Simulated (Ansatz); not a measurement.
Results of revPBE (plane waves, PAW; Ansatz, an electronic-structure program) for rock-salt NaH.

Settings: plane-wave cutoff 520 eV, 12×12×12 k mesh, Fermi–Dirac smearing 0.01 eV, scalar-relativistic PAW data made under PBE.

Energies at three volumes about the minimum:

```csv
V (Å³/atom),E − E_lowest (meV/atom)
14.569,0.40
14.866,0.00
15.163,0.37
```

Q: Fit a parabola by hand: where is the minimum, what lattice constant follows, and what is the bulk modulus?

A: Slopes: (0.00 − 0.40)/(14.866 − 14.569) = -1.347 and (0.37 − 0.00)/(15.163 − 14.866) = 1.246 meV/Å³. Curvature E″ = 2 × (1.246 − (-1.347))/(15.163 − 14.569) = 8.731 meV/Å⁶. From the middle of the first interval, the slope vanishes at V0 = 14.7175 − (-1.347)/8.731 = 14.872 Å³/atom. B = V0 E″ = 14.872 × 8.731 meV/Å³ × 0.1602 GPa per meV/Å³ = 20.8 GPa. With 8 atoms in the cube, a = (8 × 14.872)^(1/3) = 4.918 Å. The full Birch–Murnaghan fit to all volumes gives V0 = 14.868 Å³/atom and B0 = 20.7 GPa.

Measured, for comparison: bulk modulus 19.4 ± 2 GPa (room temperature, not corrected to a static lattice; as tabulated in High-pressure studies of NaH to 54 GPa); lattice constant a 4.872 Å (room temperature, not corrected to a static lattice, our sources range from 4.872 to 4.880; as tabulated in Thermodynamic Modeling of Hydrogen Storage Capacity in Mg-Na Alloys). Computed (rounded) less measured: bulk modulus +7 % (against room or unstated temperature, where such soft solids are markedly softer). A static lattice is as a rule a little smaller and stiffer than an uncorrected measurement, which narrows the difference in the bulk modulus and would widen misses of the other sign.
